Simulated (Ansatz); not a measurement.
# Ga (model structure, from the hcp type, P6₃/mmc, No. 194): properties by level of theory

```tsv
level (code)	lattice constant a (Å)	lattice parameter c (Å)
LDA (Ansatz)	2.882	?
PBE-D3(BJ) (Ansatz)	?	?
r²SCAN (Ansatz)	?	?
r²SCAN+rVV10 (Ansatz)	?	4.846
```

**Question.** Some entries are withheld; supply them.

**Answer.** 
- LDA (Ansatz, a quantum-chemistry and plane-wave program), lattice parameter c (Å): 4.789
- PBE-D3(BJ) (Ansatz), lattice constant a (Å): 2.930
- PBE-D3(BJ) (Ansatz), lattice parameter c (Å): 4.859
- r²SCAN (Ansatz), lattice constant a (Å): 2.918
- r²SCAN (Ansatz), lattice parameter c (Å): 4.874
- r²SCAN+rVV10 (Ansatz), lattice constant a (Å): 2.903

Ansatz's density-functional and Hartree–Fock values are scalar-relativistic unless marked +SOC, with PAW data made under PBE.

Computed values are for the static lattice.

A model structure was made by putting elements into a prototype or built by hand; it is no filed structure, need not be a known phase, and can be a saddle point held by its symmetry.
